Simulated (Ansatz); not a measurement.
**A computed series for Ge: response to strain**

Start from Ge in the diamond structure (space group Fd-3m, No. 227; a = 5.674 Å). Axes: x, y, z lie along the cube axes.

Strains are applied to the cell and any free atomic positions relax; under biaxial strain the out-of-plane vector relaxes too.

Method: r2SCAN (Ansatz, a quantum-chemistry and plane-wave program, PAW, no SOC).

Notes on the quantities. pressure: mean of the normal stresses, compression positive; energy relative to the base: free energy F.

| change | pressure | energy relative to the base | out-of-plane strain |
|---|---|---|---|
| base | 0.01 GPa | 0 meV/atom | – |
| biaxial strain −2.50 %, plane normal [111], relaxed out of plane | 3.34 GPa | +17 meV/atom | +0.89 % |
| biaxial strain −2.08 %, plane normal [111], relaxed out of plane | 2.73 GPa | +12 meV/atom | +0.73 % |
| biaxial strain −1.67 %, plane normal [111], relaxed out of plane | 2.15 GPa | +7.5 meV/atom | +0.58 % |
| biaxial strain −1.25 %, plane normal [111], relaxed out of plane | 1.58 GPa | +4.1 meV/atom | +0.43 % |
| biaxial strain −0.83 %, plane normal [111], relaxed out of plane | [?] | [?] | +0.29 % |
| biaxial strain −0.42 %, plane normal [111], relaxed out of plane | 0.52 GPa | +0.5 meV/atom | +0.14 % |

**Question.** Some entries are withheld; estimate them.

**Answer.** 
- biaxial strain −0.83 %, plane normal [111], relaxed out of plane, pressure: 1.03 GPa
- biaxial strain −0.83 %, plane normal [111], relaxed out of plane, energy relative to the base: +1.8 meV/atom

Stability against distortions was not tested.
